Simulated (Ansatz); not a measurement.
Structures of equal composition on the (0001) surface of 4H silicon carbide (Si plane on top): (√3x√3)R30° C adatom at H3; (√3x√3)R30° C adatom at T4. The slabs share one bottom face, and each structure is named by its start. These are constructed structures in small cells; real faces may alloy, dewet or reconstruct in larger ones, and not all known structures of the face are among them. Slabs of about 10 Å, Fermi-Dirac smearing of 0.025 eV. Bottom of the slabs: H caps. Relaxed from the named starts with such symmetry as they have, on meshes of like density; energies extrapolated to zero smearing; spin only where a row says so; no spin-orbit coupling, no U. Brackets mark spin-polarised runs, whose order is one that fits the cell. Where a second, spin-polarised start was run, the lower counts.

Calculation: r2SCAN, at the PBE geometry (plane waves to 500 eV, PAW; Ansatz, a program for electronic structure).

### Question
Rank these by energy per 1x1 cell (lowest first), as r2SCAN, at the PBE geometry gives it.

### Answer
(√3x√3)R30° C adatom at H3 (0.000 eV [spin, 1.0 μB a cell], gap 1.47 eV on the mesh), (√3x√3)R30° C adatom at T4 (0.076 eV [spin, 0.9 μB a cell], no gap on the mesh)
